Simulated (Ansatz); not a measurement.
**Effect of B on a Al site, symmetric start on TiAl3**

The parent structure is a 20-atom supercell of TiAl3 (space group I4/mmm, No. 139; a = 3.816 Å, c = 8.551 Å) at its relaxed geometry.

Perturbation: one Al atom is replaced by B, atoms relaxed at fixed cell.

Level of theory: PBEsol in Ansatz (plane waves to 420 eV, PAW, no SOC). Γ-centred 6×6×6 mesh, Fermi–Dirac width 0.05 eV.

The pressure goes from zero to -3.4 GPa and the largest displacement of a host atom from its site in the perfect cell is 0.22 Å. The mean distance from the defect site to its nearest host atoms decreases by 0.22 Å (2.70 Å → 2.48 Å).

Final structure:

```yaml
crystal:
  lattice:
    - [-5.72429, 1.90810, 4.27565]
    - [5.72429, -1.90810, 4.27565]
    - [1.90810, 5.72429, -4.27565]
  atoms:
    - { symbol: B, position: [0.50000, 0.50000, 0.00000] }
    - { symbol: Al, position: [0.30321, 0.90589, 0.20910] }
    - { symbol: Al, position: [0.90589, 0.69679, 0.60269] }
    - { symbol: Al, position: [0.09411, 0.30321, 0.39731] }
    - { symbol: Al, position: [0.69679, 0.09411, 0.79090] }
    - { symbol: Al, position: [0.44555, 0.34765, 0.29863] }
    - { symbol: Al, position: [0.25000, 0.75000, 0.50000] }
    - { symbol: Al, position: [0.85308, 0.55445, 0.90210] }
    - { symbol: Al, position: [0.04902, 0.14692, 0.70137] }
    - { symbol: Al, position: [0.65235, 0.95098, 0.09790] }
    - { symbol: Al, position: [0.14692, 0.44555, 0.09790] }
    - { symbol: Al, position: [0.95098, 0.85308, 0.29863] }
    - { symbol: Al, position: [0.55445, 0.65235, 0.70137] }
    - { symbol: Al, position: [0.75000, 0.25000, 0.50000] }
    - { symbol: Al, position: [0.34765, 0.04902, 0.90210] }
    - { symbol: Ti, position: [0.00000, 0.00000, 0.00000] }
    - { symbol: Ti, position: [0.77489, 0.40653, 0.18142] }
    - { symbol: Ti, position: [0.40653, 0.22511, 0.63164] }
    - { symbol: Ti, position: [0.59347, 0.77489, 0.36836] }
    - { symbol: Ti, position: [0.22511, 0.59347, 0.81858] }
```

Cost of the whole job for the changed cell (relaxation, final SCF and bands): about 5 core-minutes (a rough figure).

The cell is small, so the values are those of an ordered compound at a high defect concentration; dilute-limit values will differ. The defect started on the symmetric site and kept its symmetry, so it may sit on a saddle. All final runs are without spin polarisation. The defect cell is not spin-polarised.

Ansatz is an electronic-structure program.
